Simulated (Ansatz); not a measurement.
Base system: Cr2N (space group P-31m, No. 162; a = 4.719 Å, c = 4.359 Å; non-magnetic). Axes: x lies along a and z along c of the hexagonal cell.

The values are results of PBEsol (Ansatz, a program for electronic structure; PAW; 420 eV plane waves; no spin-orbit coupling), not measurements.

Modification: uniaxial strain ε_zz = −3.92 %, all other strain components held at zero, atoms relaxed at fixed cell.

Q: How does this affect the energy relative to the base and largest internal atomic displacement?

A: The energy rises by 22 meV/atom; the largest internal atomic displacement comes out as 0.011 Å.

Without a gap, meshes like the base's 11×11×11 leave anisotropic stresses uncertain by several tenths of a GPa, and small strain energies with them. Whether these cells are dynamically stable was not tested. Seeded moments were not kept for the base. The final runs are not spin-polarised. An odd electron count without spin: Cr2N.
